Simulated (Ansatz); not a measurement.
Functionals compared on Cl on the 1x1 (111) surface of fcc Pd, one in a 2x2 cell, started at the site 'hollow Pd-Pd-Pd over Pd at depth 4.5 Å', in Ansatz (plane waves, PAW). The structure was relaxed with PBE; the other rows are single points on it, each with its references at the same level. Cutoff 420 eV (500 eV for r2SCAN).

Model: 17-atom slab, 6.8 Å thick at the start under the adsorbate (thin: gaps and levels are the slab's own), 6x6x1 mesh, Fermi-Dirac 0.1 eV, dipole correction, 8 atoms held, the rest relaxed; start symmetry kept, larger cells not searched; no spin, no spin-orbit, no U, no dispersion correction. At the end it is bonded to 3 Pd. In PBE it is, or lies within 0.03 eV of, the lowest of the starts that converged. These notes are the PBE run's. Adsorption energies are against ½ Cl2(g). A negative adsorption energy means that the adsorbate is more stable on the surface than in its reference.

| functional | adsorption energy (eV) | work function of the top face (eV) | change of the work function (eV) | rough cost of the single point |
|---|---|---|---|---|
| PBE | -1.65 | 5.42 | 0.19 | – |
| RPBE | -1.37 | 5.31 | 0.26 | about 60 core-seconds (a rough figure) |
| r2SCAN | [?] | [?] | [?] | very roughly 3 core-minutes |

Question: Fill in the missing entries.

Answer: 
- r2SCAN, adsorption energy (eV): -2.05
- r2SCAN, work function of the top face (eV): 5.57
- r2SCAN, change of the work function (eV): 0.34

Ansatz is a program for electronic structure.
